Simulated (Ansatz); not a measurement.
## What pressure 4.2 GPa does to AgI

Base system: AgI in the zinc blende structure (space group F-43m, No. 216; a = 6.628 Å).

It is then changed as follows: cell and atoms relaxed at a pressure of 4.2 GPa.

All numbers come from DFT with PBE, PAW potentials and a 420 eV plane-wave cutoff in Ansatz (an electronic-structure program), spin-orbit coupling left out. k-mesh 9×9×9 (Γ-centred); smearing 0.05 eV (Fermi–Dirac).

* **Volume per atom**: 32.35 Å³ (base 36.40 Å³)
* **Density**: 6.02 g/cm³ (base 5.35 g/cm³)
* **Lattice parameter a**: 6.373 Å (base 6.628 Å)
* **Shortest interatomic distance**: 2.760 Å (base 2.870 Å)
* **Enthalpy H = E + PV relative to the base's energy**: +0.89 eV/atom
* **Band gap**: 1.34 eV (base 1.34 eV)
* **Gap character**: direct at Γ (base direct at Γ)
* **Width of the top valence band**: 1.98 eV (base 1.59 eV)
* **Electron mass**: 0.16 mₑ (at Γ) (base 0.18 mₑ (at Γ))
* **Hole mass (degenerate bands, along [100])**: 0.20, 0.65, 0.65 mₑ (at Γ) (base 0.22, 0.79, 0.79 mₑ (at Γ))
* **Valley order (the lowest conduction-band minima on the path, energy above the VBM, named in the base's zone)**: Γ 1.34 eV; L along ⟨111⟩ 2.73 eV (base Γ 1.34 eV; L along ⟨111⟩ 2.79 eV)

Spin-orbit coupling, missing from the scalar runs, can matter with I. Load acts through the strain it causes; cell and atoms are relaxed under it. Effective masses come from finite differences of ±0.01 Å⁻¹. No phonon test of stability was made. Tetrahedral semiconductors of this kind turn to denser phases somewhere between about 1 and 50 GPa; those were not computed, so compressed cells here can lie past the real transition.
